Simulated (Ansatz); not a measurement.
The parent structure is Tl in the hcp (Mg type) structure (space group P6_3/mmc, No. 194; a = 3.4761 Å, c = 5.4715 Å; relaxed with 0.1 eV smearing). Axes: x lies along a and z along c of the hexagonal cell.

Structures relaxed with DFT with PBEsol, PAW potentials and a 420 eV plane-wave cutoff in Ansatz (a first-principles code), scalar-relativistic without spin-orbit coupling.

Base:

Simulated powder pattern, Cu Kα1, λ = 1.54056 Å (kinematic, ideal powder, no thermal factors, no anomalous dispersion; the 10 strongest lines at most, above 2 %, up to 2θ = 90°):

```tsv
2θ (°)	I/Imax (%)	hkl
29.65	24	(100)
32.71	25	(002)
33.96	100	(101)
44.72	16	(102)
52.62	20	(110)
59.18	21	(103)
63.35	23	(112)
64.11	17	(201)
83.14	8.4	(203)
87.49	15	(211)
```

After one change:

Simulated powder pattern, Cu Kα1, λ = 1.54056 Å (kinematic, ideal powder, no thermal factors, no anomalous dispersion; the 10 strongest lines at most, above 2 %, up to 2θ = 90°):

```json
[
 {"2θ (°)": "30.59", "I/Imax (%)": "23"},
 {"2θ (°)": "31.57", "I/Imax (%)": "28"},
 {"2θ (°)": "34.53", "I/Imax (%)": "100"},
 {"2θ (°)": "44.54", "I/Imax (%)": "17"},
 {"2θ (°)": "54.37", "I/Imax (%)": "19"},
 {"2θ (°)": "58.15", "I/Imax (%)": "23"},
 {"2θ (°)": "64.25", "I/Imax (%)": "23"},
 {"2θ (°)": "66.03", "I/Imax (%)": "16"},
 {"2θ (°)": "72.83", "I/Imax (%)": "4.0"},
 {"2θ (°)": "83.67", "I/Imax (%)": "8.6"}
]
```

Question: Which of these changes matches the shifts?
(A) biaxial strain −1.50 %, plane normal [001], relaxed out of plane
(B) biaxial strain +2.00 %, plane normal [001], relaxed out of plane
(C) biaxial strain −3.00 %, plane normal [001], relaxed out of plane
(D) biaxial strain −0.50 %, plane normal [001], relaxed out of plane

Answer: C, biaxial strain −3.00 %, plane normal [001], relaxed out of plane. Its volume per atom is 27.88 Å³ against 28.63 Å³, and its space group is P6_3/mmc (No. 194).

Stability against distortions was not tested.
